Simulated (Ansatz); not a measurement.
# Nb4N3 (I4/mmm, No. 139, 7 atoms in the cell; start mp-569167)

All values below come from PBEsol in Ansatz (PAW).

Run with plane-wave cutoff 520 eV, 18×18×18 k mesh, Fermi–Dirac smearing 0.05 eV, no spin polarisation, scalar-relativistic PAW data made under PBE.

Cell (relaxed at this level):

```
Nb4N3
1.0
   -2.18088     2.18088     4.29119
    2.18088    -2.18088     4.29119
    2.18088     2.18088    -4.29119
Nb N
4 3
Direct
  0.00000   0.50000   0.50000
  0.50000   0.00000   0.50000
  0.74712   0.74712   0.00000
  0.25288   0.25288   0.00000
  0.25000   0.75000   0.50000
  0.75000   0.25000   0.50000
  0.00000   0.00000   0.00000
```

- bulk modulus B0: 304 GPa

Note: the run has no spin polarisation, so it can have missed a magnetic state; the bulk modulus is −V dP/dV from two relaxed cells at ±2 % in volume; the relaxation could not lower the start's symmetry, so the cell can be a saddle point above a distorted one.

Static lattice: no zero-point or thermal effects.

The result took very roughly 8 core-minutes.

A start named mp-… is a Materials Project structure, which need not be a measured phase.

Ansatz is a program for electronic structure.
